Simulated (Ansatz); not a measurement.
**Ba4Sb2O, response to strain**

Take Ba₄Sb₂O (space group I4/mmm, No. 139; a = 5.2028 Å, c = 18.0763 Å) as the base. Axes: x, y, z lie along a, b, c of the conventional cell.

Strains are applied to the cell and any free atomic positions relax; under stress the whole cell relaxes.

Level of theory: PBEsol (Ansatz, a program for electronic structure; PAW; 420 eV plane waves; scalar-relativistic without spin-orbit coupling), earlier PAW set.

Candidates:
(a) isotropic strain −5.75 %
(b) isotropic strain +2.10 %
(c) uniaxial stress, 1 GPa compression along z
(d) tensor shear ε_xy = +2.15 %

Notes on the quantities. energy relative to the base: free energy F.

### Question
Order them by energy relative to the base, highest first.

### Answer
(a) isotropic strain −5.75 % (+154 meV/atom), (b) isotropic strain +2.10 % (+16 meV/atom), (d) tensor shear ε_xy = +2.15 % (+5.1 meV/atom), (c) uniaxial stress, 1 GPa compression along z (+1.9 meV/atom)

Beyond what the load breaks, stability against distortions was not tested.
